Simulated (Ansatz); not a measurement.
## Convergence study of the plane-wave cutoff for LuTl (P4mm, 2 atoms in the cell)

```yaml
crystal:
  lattice:
    - [3.57690, 0.00000, 0.00000]
    - [0.00000, 3.57690, 0.00000]
    - [0.00000, 0.00000, 3.92180]
  atoms:
    - { symbol: Lu, position: [0.00000, 0.00000, 0.01275] }
    - { symbol: Tl, position: [0.50000, 0.50000, 0.50000] }
```

Computed with LDA (PW92), default PAW files made with PBE (plane waves; Ansatz, an electronic-structure program).

Base settings: basis.ecutwfc = 420 eV; kpoints.mp_grid.grid = 9 9 9; hamiltonian.xc = lda; hamiltonian.pseudopotentials = {kind: paw} (the program's default PAW files); scf.occupations.method = fermi_dirac; scf.occupations.width = 0.1 eV.

The second cell is the first with its lattice scaled by 0.98.

The mesh stays at the base's, so the ladder's end is converged at best in this setting alone.

The first pressure column holds Ansatz's estimate of the finite-basis (Pulay) stress, which hides part of the cutoff error; the other is without it.

Only quantities that move along the ladder and can be compared are tabulated.

The count of work is k-points × plane waves × bands × iterations; it is no time. 

The starting cell comes from a database of computed structures (which also holds hypothetical and non-ambient phases and stackings), without a prior relaxation at this level. Its lattice was rescaled by up to half a per cent. One atom was moved a little off its site on purpose. In the base run, with a pressure of about -3 GPa the cell is away from its equilibrium volume at this level.

Steps (basis.ecutwfc): 145 eV; 170 eV; 190 eV; 210 eV; 230 eV; 250 eV; 295 eV; 335 eV; 380 eV; 420 eV; 460 eV; 505 eV; 565 eV; 630 eV; 735 eV; 840 eV; 1010 eV.

**Question.** What is the coarsest basis.ecutwfc that holds the pressure without the Pulay estimate within 1 GPa of the last step, with all finer ones?

**Answer.** 335 eV, at 0.19 of the last step's count of work; the step before is off by 4.8 GPa.

**Question.** What is the coarsest basis.ecutwfc that holds the energy of the compressed cell less the first within 0.2 meV/atom of the last step, with all finer ones?

**Answer.** 335 eV, at 0.19 of the last step's count of work; the step before is off by 1.3 meV/atom.

**Question.** What is the coarsest basis.ecutwfc that holds the free energy within 1 meV/atom of the last step, with all finer ones?

**Answer.** 460 eV, at 0.35 of the last step's count of work; the step before is off by 1.4 meV/atom.

| basis.ecutwfc | free energy less the last step's (meV/atom) | energy of the compressed cell less the first (meV/atom) | pressure (GPa) | pressure without the Pulay estimate (GPa) | largest difference of a force vector from the last step's (eV/Å) | count of work / last |
|---|---|---|---|---|---|---|
| 145 eV | 38989.57 | 31.31 | -14.30 | -805.97 | 0.811 | 0.060 |
| 170 eV | 17412.82 | 51.32 | 2.11 | -402.84 | 0.066 | 0.081 |
| 190 eV | 9095.00 | -22.03 | -1.67 | -249.87 | 0.054 | 0.087 |
| 210 eV | 4446.02 | 3.65 | -1.59 | -154.13 | 0.007 | 0.11 |
| 230 eV | 1956.33 | -3.10 | -2.23 | -87.49 | 0.104 | 0.12 |
| 250 eV | 763.16 | -18.23 | -3.49 | -43.60 | 0.001 | 0.14 |
| 295 eV | 64.76 | -13.03 | -3.23 | -8.15 | 0.006 | 0.18 |
| 335 eV | 6.91 | -14.28 | -3.37 | -3.80 | 0.001 | 0.19 |
| 380 eV | 2.59 | -14.33 | -3.38 | -3.43 | 0.000 | 0.22 |
| 420 eV | 1.36 | -14.34 | -3.38 | -3.43 | 0.000 | 0.26 |
| 460 eV | 0.61 | -14.35 | -3.38 | -3.40 | 0.000 | 0.35 |
| 505 eV | 0.38 | -14.36 | -3.38 | -3.39 | 0.000 | 0.41 |
| 565 eV | 0.26 | -14.36 | -3.38 | -3.39 | 0.000 | 0.47 |
| 630 eV | 0.13 | -14.37 | -3.38 | -3.38 | 0.000 | 0.56 |
| 735 eV | 0.07 | -14.37 | -3.38 | -3.38 | 0.000 | 0.70 |
| 840 eV | 0.04 | -14.37 | -3.38 | -3.38 | 0.000 | 0.87 |
| 1010 eV | 0.00 | -14.37 | -3.38 | -3.38 | 0.000 | 1.0 |

The energy difference between the two cells stays within 1 meV/atom of the last step's from 335 eV on, the total only from 460 eV on: much of the error is common to both cells and cancels.

At the lowest cutoff the pressure without the Pulay estimate lies 803 GPa under the last step's, the usual sign of Pulay stress in an incomplete plane-wave basis.

Keys are those of Ansatz 0.2.
